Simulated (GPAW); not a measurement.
Worked example: self-consistent single point of BaTaO3 (P1, 5 atoms in the cell) in GPAW.

Level of theory: PBEsol, GPAW PAW datasets PBEsol (made by gpaw-setup) (plane waves; GPAW).

```yaml
crystal:
  lattice:
    - [4.13085, 0.00000, 0.00000]
    - [0.00000, 4.13085, 0.00000]
    - [0.00000, 0.00000, 4.13085]
  atoms:
    - { symbol: Ba, position: [0.99419, 0.01347, 0.98298] }
    - { symbol: Ta, position: [0.49970, 0.49973, 0.50943] }
    - { symbol: O, position: [0.01480, 0.47716, 0.50871] }
    - { symbol: O, position: [0.50416, 0.00607, 0.48951] }
    - { symbol: O, position: [0.48716, 0.50356, 0.00937] }
```

Reference input (self-consistent single point, DFT PBEsol, plane waves, GPAW PAW datasets PBEsol (made by gpaw-setup)): mode = pw; ecut = 950 eV; xc = PBEsol; kpts = 4 4 4; mesh shift (steps) = 0 0 0; occupations.name = fermi-dirac; occupations.width = 0.136 eV; nbands = -9; convergence.forces = 0.001 eV/Å; symmetry.symmorphic = false; symmetry.tolerance = 0.0005; maxiter = 100. This run's input differs from it in these lines:

```diff
@@ -20,3 +20,3 @@
             nbands=-9,
-            convergence={'forces': 0.001},
+            convergence={'forces': 0.001, 'bands': 'all'},
             symmetry={'symmorphic': False, 'tolerance': 0.0005},
```

The program printed (abridged):

```
     iter     time        total  log10-change:
                         energy   eigst   dens  force
iter:   1 --:--:--   -46.912145   +1.25
iter:   2 --:--:--   -45.952670   +0.65  -0.99
iter:   3 --:--:--   -43.592124   +0.22  -1.06
iter:   4 --:--:--   -43.489709   -0.08  -1.37
iter:   5 --:--:--   -43.565640   -0.03  -1.49
iter:   6 --:--:--   -43.482935   -0.22  -1.81
iter:   7 --:--:--   -43.488391   -0.50  -2.33
iter:   8 --:--:--   -43.477851c  -0.36  -2.35
iter:   9 --:--:--   -43.480297c  -0.33  -2.85
iter:  10 --:--:--   -43.477291c  -0.41  -2.57
iter:  11 --:--:--   -43.477033c  -0.60  -3.01
   [... lines left out ...]
iter: 100 --:--:--   -43.477035c  -4.25  -13.26c

Did not converge!

Here are some tips:

1) Make sure the geometry and spin-state is physically sound.
2) Use less aggressive density mixing.
3) Solve the eigenvalue problem more accurately at each scf-step.
4) Use a smoother distribution function for the occupation numbers.
5) Try adding more empty states.
6) Use enough k-points.
7) Don't let your structure optimization algorithm take too large steps.
8) Solve the Poisson equation more accurately.
9) Better initial guess for the wave functions.

See details here:

    https://gpaw.readthedocs.io/documentation/convergence.html
Traceback (most recent call last):
   [... frames left out ...]
gpaw.KohnShamConvergenceError: Did not converge!  See text output for help.
```

The run ended unconverged after 100 iterations. 

The starting cell comes from a database of computed structures (which also holds hypothetical and non-ambient phases and stackings), without a prior relaxation at this level. Its atoms were displaced at random from the sites of space group no. 221.

Cost on one core of a shared machine: roughly 5 min.
